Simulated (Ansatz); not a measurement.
Consider AlN in the wurtzite structure (space group P6_3mc, No. 186; a = 3.089 Å, c = 4.943 Å). Axes: x lies along a and z along c of the hexagonal cell.

All numbers come from LDA (Ansatz, an electronic-structure program; PAW; 420 eV plane waves; no SOC).

Perturbation: an isotropic linear strain of −0.60 %, atoms relaxed at fixed cell.

### Question
Predict the stress tensor and what it implies for the stiffness.

### Answer
Stress of the strained cell less that of the base (GPa, compression positive):
```
   4.06    0.00    0.00
   0.00    4.06    0.00
   0.00    0.00    3.70
```

Then B = −ΔP/(ΔV/V₀) with ΔV/V₀ = -0.0179 gives secant stiffness values (nonlinear terms included at this strain): B (at held cell shape, above the free-shape value) ≈ 220 GPa.

Stability against distortions was not tested.
